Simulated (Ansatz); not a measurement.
## Si (diamond structure), cut as [112] wire, round, centred on atom, 0.92 nm across, dimers on {100} faces where they fit, ended by OH

Cell contents Si22O14H14 (50 atoms). Periodic boundary conditions, with empty space along the open directions.

Calculation: PBE (plane waves to 420 eV, PAW; Ansatz, a quantum-chemistry and plane-wave program).

k-points: Γ-centred 1×1×4 mesh; occupations: Fermi-Dirac, 0.020 eV; spin polarisation not allowed. Spin-orbit coupling is left out.

 The period along the axis is held at the bulk value.

```json
{
  "electronic_character": "not metallic",
  "Kohn-Sham band gap": "1.69 eV",
  "character of the gap on the mesh and a band path of the cell's zone": "indirect",
  "k-point of the valence-band top (reciprocal lattice units)": "(0.000, 0.000, 0.208)",
  "k-point of the conduction-band bottom (reciprocal lattice units)": "(0.000, 0.000, 0.292)",
  "depth_of_the_highest_filled_level_under_the_vacuum_level": "5.09 eV",
  "depth_of_the_lowest_empty_level_under_the_vacuum_level": "3.39 eV",
  "weight_of_the_highest_filled_level_on_the_outer_atoms_and_the_ending": "0.52",
  "weight_of_the_lowest_empty_level_on_the_outer_atoms_and_the_ending": "0.68",
  "change_of_bonding_against_the_cut": "none",
  "number of neighbours within 2.816 Å (ending not counted)": "3 for 14 atoms, 4 for 8 atoms",
  "mean Si-Si distance (least to greatest)": "2.377 Å (2.319 to 2.451)",
  "cost_of_relaxation_and_final_run": "about 0.9 core-hours (a rough figure)"
}
```
